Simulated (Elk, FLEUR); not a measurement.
A FLEUR input for a self-consistent single point of Rb (Im-3m, 1 atom in the cell) (DFT, PBE, all-electron FLAPW (FLEUR), scalar-relativistic valence with spin-orbit coupling in second variation):

Input of the input generator:

```
Rb
&input film=f /
-0.5773502692 0.5773502692 0.5773502692
0.5773502692 -0.5773502692 0.5773502692
0.5773502692 0.5773502692 -0.5773502692
9.2465121902
1.0 1.0 1.0

1
37 0.0000000000 0.0000000000 0.0000000000

&comp jspins=1 /
&kpt div1=11 div2=11 div3=11 /
&soc 0.0 0.0 /
&end /
```

```xml
<?xml version="1.0" encoding="UTF-8" standalone="no"?>
<fleurInput fleurInputVersion="0.39">
   <comment>
      Rb                                                                                                  
   </comment>
   <calculationSetup>
      <cutoffs Kmax="3.8" Gmax="15.2" GmaxXC="15.2" numbands="0"/>
      <scfLoop itmax="100" minDistance="0.00001" maxIterBroyd="15" imix="Anderson" alpha="0.05" precondParam="0.0" spinf="2.0"/>
      <coreElectrons ctail="T" frcor="F" kcrel="0" coretail_lmax="0"/>
      <xcFunctional name="pbe" relativisticCorrections="F"/>
      <magnetism jspins="1"/>
      <soc l_soc="T" theta="0.0" phi="0.0" spav="F"/>
      <expertModes spex="0" secvar="F"/>
      <geometryOptimization l_f="F" forcealpha="1.0" forcemix="BFGS" epsdisp="0.00001" epsforce="0.00001"/>
      <ldaU l_linMix="F" mixParam="0.05" spinf="1.0"/>
   </calculationSetup>
   <cell>
      <bzIntegration valenceElectrons="9.0" mode="hist" fermiSmearingEnergy="0.00183747">
         <kPointListSelection listName="default-1"/>
         <!-- k-points included here -->
         <xi:include xmlns:xi="http://www.w3.org/2001/XInclude" href="kpts.xml"> </xi:include>
      </bzIntegration>
      <!-- symmetry operations included here -->
      <xi:include xmlns:xi="http://www.w3.org/2001/XInclude" href="sym.xml"> </xi:include>
      <bulkLattice scale="1.0">
         <bravaisMatrix>
            <row-1>   -5.3384763021730519     5.3384763021730519     5.3384763021730519</row-1>
            <row-2>    5.3384763021730519    -5.3384763021730519     5.3384763021730519</row-2>
            <row-3>    5.3384763021730519     5.3384763021730519    -5.3384763021730519</row-3>
         </bravaisMatrix>
      </bulkLattice>
   </cell>
   <atomSpecies>
      <species name="Rubidium (Rb)" element="Rb" atomicNumber="37">
         <mtSphere radius="2.63" gridPoints="925" logIncrement="0.014"/>
         <atomicCutoffs lmax="10" lnonsphr="8"/>
         <electronConfig flipSpins="F">
            <coreConfig>(1s1/2) (2s1/2) (2p1/2) (2p3/2) (3s1/2) (3p1/2) (3p3/2) (3d3/2) (3d5/2)</coreConfig>
            <valenceConfig>(4s1/2) (4p1/2) (4p3/2) (5s1/2)</valenceConfig>
            <stateOccupation state="(5s1/2)" spinUp="0.5" spinDown="0.5"/>
         </electronConfig>
         <energyParameters s="5" p="5" d="4" f="4"/>
         <lo type="SCLO" l="0" n="4" eDeriv="0"/>
         <lo type="SCLO" l="1" n="4" eDeriv="0"/>
      </species>
   </atomSpecies>
   <atomGroups>
      <atomGroup species="Rubidium (Rb)">
         <relPos label="                   1">.0000000000 .0000000000 .0000000000</relPos>
         <force calculate="T" relaxXYZ="TTT"/>
      </atomGroup>
   </atomGroups>
   <output dos="F" band="F" slice="F">
      <checks vchk="F" cdinf="F"/>
      <bandDOS minEnergy="-.5*Htr" maxEnergy="0.5*Htr" sigma="0.015" storeEVData="T"/>
      <vacuumDOS vacdos="F" integ="F" star="F" nstars="0" locx1="0.0" locy1="0.0" locx2="0.0" locy2="0.0" nstm="0" tworkf="0.0"/>
      <unfoldingBand unfoldBand="F" supercellX="1" supercellY="1" supercellZ="1"/>
      <plotting iplot="0" polar="F">
         <plot TwoD="T" vec1="  1.0  0.0  0.0" vec2="  0.0  1.0  0.0" vec3="  0.0  0.0  1.0" zero="  0.0  0.0  0.0" file="plot"/>
      </plotting>
      <chargeDensitySlicing numkpt="0" minEigenval="0.0" maxEigenval="0.0" nnne="0" pallst="F"/>
      <specialOutput eonly="F"/>
      <magneticCircularDichroism mcd="F" energyLo="-10.0" energyUp="0.0"/>
   </output>
  <!-- We include the file relax.xml here to enable relaxations (see documentation) -->
  <xi:include xmlns:xi="http://www.w3.org/2001/XInclude" href="relax.xml"> <xi:fallback/> </xi:include>
</fleurInput>
```

Question: Translate this input to Elk.

Answer: One input that does it (others would too):

```
tasks
  0

xctype
  20

spinorb
  .true.

rgkmax
  8.0

gmaxvr
  16.0

nxlo
  2

lorbcnd
  .true.

lmaxi
  2

nempty
  10

stype
  3

swidth
  0.00183747

avec
   -5.3384763021    5.3384763021    5.3384763021
    5.3384763021   -5.3384763021    5.3384763021
    5.3384763021    5.3384763021   -5.3384763021

atoms
  1   : nspecies
  'Rb.in'   : spfname
  1   : natoms; atposl, bfcmt below
  0.0000000000  0.0000000000  0.0000000000    0.0 0.0 0.0

ngridk
  11 11 11
```

Basis, cutoffs, solver keys and any potentials are the target program's own. This input uses DFT, PBE, spin-orbit coupling in second variation, all-electron FP-LAPW, Elk's shipped species files, APW+lo basis with extra local orbitals.

The starting cell has typed, rounded lattice constants, without a prior relaxation at this level.
